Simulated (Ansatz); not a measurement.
# Ag interstitial (graphite host)

Computed with PBE-D3(BJ), PAW (plane waves to 420 eV; Ansatz, a first-principles code). Details: 64-site cell; 3×3×4 Γ-centred k-points; start: void with 7C nearest; finite-size errors of tenths of an eV; relaxed from one start, so a lower configuration may exist.

Neighbours after relaxation, in Å: of the Ag atom: C 2.08, C 2.08.

Formation energies E_f are those of the neutral cell. Chemical conditions: host crystal and elements as references (Δμ(Ag) = 0.00 eV; Ag taken from its element, since no compound that bounds it was computed at this level; only phases computed here count, gases as isolated molecules at 0 K). Reference phases: Ag: fcc Ag.

The name describes the start; the neighbours show where the atoms ended.

```json
[
 {"charge": "0", "moment (μB)": "not spin-polarised", "largest move off a lattice site (Å)": "0.39", "E_f, host crystal and elements as references (eV)": "4.14"}
]
```
